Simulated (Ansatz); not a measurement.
```xyz
2
Lattice="0.0000 2.8039 2.8471 2.8039 0.0000 2.8471 2.8039 2.8039 0.0000" Properties=species:S:1:pos:R:3 pbc="T T T"
Be     0.0000     0.0000     0.0000
Te     4.2059     4.2059     4.2706
```

Computed with r2SCAN with spin-orbit coupling, rigid bands (plane waves, PAW; Ansatz, a program for electronic structure). Condition of this run: biaxial stress xx = yy = 1 GPa (compression positive) (the target of the relaxation). How the cell was made: cell and atoms relaxed with r2SCAN, then loaded as said.

**Question.** Predict the hole conductivity mass (n e² τ/σ) at 300 K, by direction if it differs.

**Answer.** 0.40 (x), 0.40 (y), 0.44 (z) mₑ.

**Question.** Predict the electron conductivity mass (n e² τ/σ) at 300 K, by direction if it differs.

**Answer.** 0.47 (x), 0.47 (y), 0.27 (z) mₑ.

**Question.** And the band gap?

**Answer.** 2.00 eV at this level; semilocal functionals usually fall short of the measured gap.

Rigid bands, one relaxation time for all states, no polarons.
